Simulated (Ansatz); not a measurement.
Band structure of CaSe (Fm-3m, 2 atoms in the cell).

```xyz
2
Lattice="0.0000 2.9600 2.9600 2.9600 0.0000 2.9600 2.9600 2.9600 0.0000" Properties=species:S:1:pos:R:3 pbc="T T T"
Ca     0.0000     0.0000     0.0000
Se     2.9600     2.9600     2.9600
```

Level of theory: PBE (plane waves, PAW; Ansatz, an electronic-structure program).

Settings: basis.ecutwfc = 30.9 Ry; kpoints.mp_grid.grid = 5 5 5; hamiltonian.xc = pbe; hamiltonian.pseudopotentials = {kind: paw} (the program's default PAW files); scf.occupations.method = fermi_dirac; scf.occupations.width = 0.0015 Ry; kpoints.band_path.npoints = 8.

The starting cell has typed, rounded lattice constants, without a prior relaxation at this level.

**Question.** Predict the gap along the standard path and the places of the band edges.

**Answer.** The gap along the path is 2.04 eV, from Γ to X; the smallest direct gap on it is 2.97 eV.

Levels in eV from the top of the valence band on the path, bands 10 to 16:
| point | 10 | 11 | 12 | 13 | 14 | 15 | 16 |
|---|---|---|---|---|---|---|---|
| Γ | -11.79 | 0.00 | 0.00 | 0.00 | 3.33 | 3.71 | 3.71 |
| X | -11.21 | -2.51 | -0.93 | -0.93 | 2.04 | 5.03 | 5.05 |
| W | -11.13 | -1.97 | -1.97 | -1.67 | 4.40 | 4.40 | 5.24 |
| K | -11.14 | -2.25 | -2.04 | -1.11 | 3.28 | 5.67 | 5.71 |
| L | -11.10 | -3.27 | -1.19 | -1.19 | 4.52 | 5.47 | 5.50 |
| U | -11.14 | -2.25 | -2.04 | -1.11 | 3.28 | 5.67 | 5.71 |

Keys are those of Ansatz 0.2.
